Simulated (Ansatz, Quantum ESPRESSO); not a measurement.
# LaB6 (Pm-3m, 7 atoms in the cell) computed with different codes at matched settings

Relaxation of cell and atoms.

```
CELL_PARAMETERS angstrom
      4.18209     0.00000     0.00000
      0.00000     4.18209     0.00000
      0.00000     0.00000     4.18209
ATOMIC_POSITIONS crystal
  La 0.00000 0.00000 0.00000
  B  0.80012 0.50000 0.50000
  B  0.19988 0.50000 0.50000
  B  0.50000 0.80012 0.50000
  B  0.50000 0.19988 0.50000
  B  0.50000 0.50000 0.80012
  B  0.50000 0.50000 0.19988
```

Shared settings, as Ansatz (a program for electronic structure) writes them: kpoints.mp_grid.grid = 11 11 11; scf.occupations.method = fermi_dirac; scf.occupations.width = 0.1 eV. Potentials and cutoffs stand in the table.

```
code                                                       model  final volume (Å³/atom)   cutoff
----------------  ----------------------------------------------  ----------------------  -------
Ansatz                                            PBE, PAW files                   10.25  default
Quantum ESPRESSO  PBE, GBRV 1.5 ultrasoft (PBE) pseudopotentials                   10.23    40 Ry
```

The spread over the programs that give each value: final volume within 0.02 Å³/atom.

The programs treat the finite-basis stress differently while the cell relaxes: Ansatz adds an estimate of it.

The starting cell comes from a database of computed structures (which also holds hypothetical and non-ambient phases and stackings), without a prior relaxation at this level. Its lattice was rescaled by a random factor within 2.5 % of one.

Keys are those of Ansatz 0.2.
